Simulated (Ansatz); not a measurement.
The starting structures come from a database of crystals and need not be the phases stable at ambient conditions.

Inside the gap of an insulator the Bloch states are evanescent, with a wavenumber k + iκ along the transport direction.

Consider the following.

```
CELL_PARAMETERS angstrom
      5.25702     0.00000     0.00000
      2.62812     4.99228     0.00000
     -0.00288    -2.76926     8.67466
ATOMIC_POSITIONS crystal
  Li 0.55870 0.88110 0.14700
  Li 0.05850 0.88070 0.64680
  Li 0.80900 0.38320 0.39780
  Li 0.31060 0.38180 0.89720
  Nb 0.98260 0.03470 0.00580
  Nb 0.48230 0.03490 0.50580
  Nb 0.23250 0.53470 0.25570
  Nb 0.73280 0.53450 0.75580
  O  0.25610 0.22410 0.36460
  O  0.21300 0.22390 0.05760
  O  0.69510 0.22400 0.18950
  O  0.81320 0.72400 0.30770
  O  0.33110 0.72390 0.43940
  O  0.75660 0.22360 0.86450
  O  0.26990 0.72380 0.11460
  O  0.71290 0.22370 0.55770
  O  0.19520 0.22400 0.68950
  O  0.31340 0.72360 0.80770
  O  0.83110 0.72400 0.93940
  O  0.76970 0.72340 0.61440
```

Space group of this cell: P1. The cell is strained (all lengths scaled by 1.02); by r2SCAN its mean pressure is -15.8 GPa.

Transport runs along the normal of the first two printed cell vectors.

No gap correction and no spin-orbit coupling; mid-gap values are interpolated between computed energies.

Question: Predict the band gap and the smallest decay constant κ at mid-gap from r2SCAN in Ansatz (an electronic-structure program).

Answer: Gap 3.56 eV on a 8×6×4 mesh; κ = 0.432 1/Å, at (0.000, 0.167) of the in-plane reciprocal vectors. At the zone centre, at the nearest computed energy, the slowest state has κ = 0.47 1/Å.
